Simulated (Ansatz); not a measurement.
The parent structure is MgSe in the rock salt structure (space group Fm-3m, No. 225).

```yaml
crystal:
  lattice:
    - [0.00000, 2.75420, 2.75420]
    - [2.75420, 0.00000, 2.75420]
    - [2.75420, 2.75420, 0.00000]
  atoms:
    - { symbol: Se, position: [0.00000, 0.00000, 0.00000] }
    - { symbol: Mg, position: [0.50000, 0.50000, 0.50000] }
```

The values are results of DFT with PBE, PAW potentials and a 420 eV plane-wave cutoff in Ansatz (a first-principles code), no spin-orbit coupling, not measurements.

Before the change:

- Valley order = X along ⟨100⟩ 1.77 eV; Γ 2.40 eV
- Lattice parameter a = 5.508 Å
- Smallest direct gap = 2.40 eV

Now apply this change: cell and atoms relaxed at a pressure of 3 GPa.

Problem. How does this affect the valley order, lattice parameter a and smallest direct gap?

Solution. The valley order (the lowest conduction-band minima on the path, energy above the VBM, named in the base's zone) becomes X along ⟨100⟩ 1.85 eV; Γ 2.70 eV (base: X along ⟨100⟩ 1.77 eV; Γ 2.40 eV); the lattice parameter a falls by 0.0819 Å, from 5.508 Å to 5.427 Å; the smallest direct gap grows by 0.30 eV, from 2.40 eV to 2.70 eV.

Load acts through the strain it causes; cell and atoms are relaxed under it. Stability against distortions was not tested.
